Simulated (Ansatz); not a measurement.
## Fermi-surface data of VPt$_{3}$ (R-3m)

Data:

```xyz
4
Lattice="1.3653 0.7882 8.9729 -1.3653 0.7882 8.9729 0.0000 -1.5765 8.9729" Properties=species:S:1:pos:R:3 pbc="T T T"
V      0.0000     0.0000     0.0000
Pt     0.0000     0.0000     6.8849
Pt     0.0000     0.0000    20.0339
Pt     0.0000     0.0000    13.4594
```

Method: PBEsol, rigid bands (plane waves, PAW, scalar-relativistic; Ansatz, a program for electronic structure). How the cell was made: cell and atoms relaxed with PBEsol.

```yaml
density of states at the Fermi level: 3.36 states/(eV·cell), both spins
bare Sommerfeld coefficient: 1.98 mJ/(mol of atoms·K²)
drude_plasma_energy: 7.8 (x), 7.8 (y), 3.6 (z) eV
root-mean-square Fermi velocity: 5.5e5 m/s
resistivity times τ: 8.0 (x), 8.0 (y), 38 (z) ×10⁻²² Ω·m·s
```

A metal at this level (no band gap); rigid bands, thermally averaged at 300 K, both spins. Spin-orbit coupling is left out, which matters with elements this heavy. τ is one relaxation time for all states.

Computed structure with no diffraction record at hand here (it may be known, metastable or hypothetical): VPt3 (R-3m). Treated as nonmagnetic (a ferromagnetic start lost its moment, other orders weren't tried): VPt3 (R-3m).
